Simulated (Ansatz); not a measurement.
System: LuAlO₃ (P6₃/mmc, No. 194, 10 atoms in the cell; start mp-755358). Method: PBE0 (plane waves, PAW; Ansatz, a program for electronic structure).

Settings: plane-wave cutoff 460 eV, 9×9×2 k mesh (along the axes of the cell as run), Fermi–Dirac smearing 0.01 eV, scalar-relativistic PAW data made under PBE.

Cell (relaxed with PBEsol):

```cif
data_Al2Lu2O6
_chemical_formula_sum 'Lu2 Al2 O6'
_space_group_name_H-M_alt 'P63/mmc'
_space_group_IT_number 194
_space_group_name_Hall '-P 6c 2c'
_cell_length_a 3.36575
_cell_length_b 3.36575
_cell_length_c 11.47292
_cell_angle_alpha 90.000
_cell_angle_beta 90.000
_cell_angle_gamma 120.000
loop_
_atom_site_label
_atom_site_type_symbol
_atom_site_symmetry_multiplicity
_atom_site_Wyckoff_symbol
_atom_site_fract_x
_atom_site_fract_y
_atom_site_fract_z
_atom_site_occupancy
Lu1 Lu 2 a 0.00000 0.00000 0.00000 1
Al1 Al 2 c 0.33333 0.66667 0.25000 1
O1 O 4 f 0.33333 0.66667 0.09071 1
O2 O 2 b 0.00000 0.00000 0.25000 1
```

### Question
Estimate the band gap that the calculation returns.

### Answer

- band gap: 6.04 eV (on the SCF k mesh)

Note: cell and atoms aren't relaxed at this level (pressure 1.3 GPa).

Spin–orbit coupling is not included.

Computed values are for the static lattice.

Computing time: very roughly 3 core-minutes.

A start named mp-… is a Materials Project structure, which need not be a measured phase.
